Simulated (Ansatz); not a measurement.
ZnS: band gap against strain

ZnS (zinc blende, F-43m, 19.564 Å³/atom at rest) under an equal strain ε in the (001) plane with the normal axis free, as in a coherent film. r2SCAN in Ansatz, a plane-wave DFT program (PAW, default set), 500 eV, 11×11×11 Γ-centred mesh, Fermi-Dirac smearing 0.05 eV; ions are relaxed within the symmetry of each cell. Gaps are the smallest over the k-mesh and a band path, without spin-orbit coupling; in all rows the valence edge lies at Γ and the conduction edge at Γ.

Here s stands for strain and Eg for gap.

| strain (%) | gap (eV) |
|---|---|
| 0.00 | 2.703 |
| 0.50 | 2.658 |
| 1.00 | 2.615 |
| 1.50 | 2.573 |
| 3.00 | ? |

Taking a straight line for Eg over the 4 complete rows: Means: s 0.75000, Eg 2.6372. About the means, the sum of products is -0.10825 and the sum of squares of s is 1.2500; the slope is their ratio. Least squares gives Eg = 2.7022 - 0.08660·s. Residuals (row less fit): 0.0008, -0.0009, -0.0006, 0.0007; standard error 0.0011 (degrees of freedom: 2). Over these rows the gap moves by -8.7 ± 0.10 eV per unit strain.

Q: What does the fit predict for Eg at s = 3.00, and how far is the calculated value from it?

A: Eg = 2.7022 - 0.08660 × 3.0 = 2.4424 eV. The calculation gives 2.453 eV, 0.0106 eV above the prediction (4.2 % of the range of Eg in the table). The row lies outside the fitted rows, so this is an extrapolation. From the scatter of the fitted rows alone, a prediction at this place has a standard error of 0.0025 eV, so the miss is 4.2 times that.

One order more, fitted to all 7 runs of the series, follows each within 0.001, so the miss is the next term of a smooth law. Rows are the converged runs of the series near zero and its far end; series whose fitted rows scatter by over a few per cent of the range, as at a crossing or softening among them, aren't shown in this form. Most that stay on the fit to the last digits aren't either.
